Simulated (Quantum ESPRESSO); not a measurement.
Worked example: self-consistent single point of MgH₂ (P4_2/mnm, 6 atoms in the cell) in Quantum ESPRESSO.

Method: LDA (PZ), GBRV 1.5 ultrasoft (LDA) pseudopotentials (plane waves; Quantum ESPRESSO).

```
MgH2
1.0
    4.53220     0.00000     0.00000
    0.00000     4.53220     0.00000
    0.00000     0.00000     3.02965
Mg H
2 4
Direct
  0.50000   0.50000   0.50000
  0.00000   0.00000   0.00000
  0.69557   0.69557   0.00000
  0.30443   0.30443   0.00000
  0.80443   0.19557   0.50000
  0.19557   0.80443   0.50000
```

Reference input (self-consistent single point, DFT, PBE, plane waves, GBRV 1.5 ultrasoft (PBE) pseudopotentials): ecutwfc = 40 Ry; ecutrho = 200 Ry; occupations = fixed; potentials = {Mg: mg_pbe_v1.4.uspp.F.UPF, H: h_pbe_v1.4.uspp.F.UPF}; K_POINTS = automatic 6 6 9 0 0 0; nbnd = 20; conv_thr = 1e-08 Ry. This run's input differs from it in these lines:

```diff
@@ -21,4 +21,4 @@
 ATOMIC_SPECIES
-Mg    24.3050  mg_pbe_v1.4.uspp.F.UPF
-H      1.0080  h_pbe_v1.4.uspp.F.UPF
+Mg    24.3050  mg_lda_v1.4.uspp.F.UPF
+H      1.0080  h_lda_v1.4.uspp.F.UPF
 CELL_PARAMETERS angstrom
```

The program printed (abridged):

```
     Self-consistent Calculation

     iteration #  1     ecut=    40.00 Ry     beta= 0.70

     total energy              =    -254.70361897 Ry
     estimated scf accuracy    <       0.54747074 Ry

     iteration #  2     ecut=    40.00 Ry     beta= 0.70

     total energy              =    -254.80572120 Ry
     estimated scf accuracy    <       0.01143813 Ry

     iteration #  3     ecut=    40.00 Ry     beta= 0.70

     total energy              =    -254.80706737 Ry
     estimated scf accuracy    <       0.00033341 Ry

     iteration #  4     ecut=    40.00 Ry     beta= 0.70

     total energy              =    -254.80707562 Ry
     estimated scf accuracy    <       0.00000955 Ry

     iteration #  5     ecut=    40.00 Ry     beta= 0.70

     total energy              =    -254.80707596 Ry
     estimated scf accuracy    <       0.00000012 Ry

     iteration #  6     ecut=    40.00 Ry     beta= 0.70
     End of self-consistent calculation

     highest occupied, lowest unoccupied level (ev):     1.4824    4.9885

!    total energy              =    -254.80707598 Ry
     estimated scf accuracy    <          8.8E-09 Ry

     convergence has been achieved in   6 iterations

     Forces acting on atoms (cartesian axes, Ry/au):

     atom    1 type  1   force =     0.00000000    0.00000000   -0.00000000
     atom    2 type  1   force =     0.00000000    0.00000000    0.00000000
     atom    3 type  2   force =    -0.00025485   -0.00025485    0.00000000
     atom    4 type  2   force =     0.00025485    0.00025485    0.00000000
     atom    5 type  2   force =     0.00025485   -0.00025485    0.00000000
     atom    6 type  2   force =    -0.00025485    0.00025485    0.00000000

     Total force =     0.000721     Total SCF correction =     0.000002

          total   stress  (Ry/bohr**3)                   (kbar)     P=      -32.33
  -0.00020292   0.00000000   0.00000000          -29.85        0.00        0.00
   0.00000000  -0.00020292   0.00000000            0.00      -29.85        0.00
   0.00000000   0.00000000  -0.00025347            0.00        0.00      -37.29

   JOB DONE.
```

The run converged in 6 iterations. Against the reference run the pressure goes from -0.64 to -3.23 GPa, the largest force goes from 0.003 to 0.009 eV/Å and the gap on the mesh goes from 3.868 to 3.506 eV.

The starting cell comes from a database of computed structures (which also holds hypothetical and non-ambient phases and stackings), without a prior relaxation at this level. Its lattice was rescaled by a random factor within 2.5 % of one. With a pressure of about -3 GPa the cell is away from its equilibrium volume at this level.
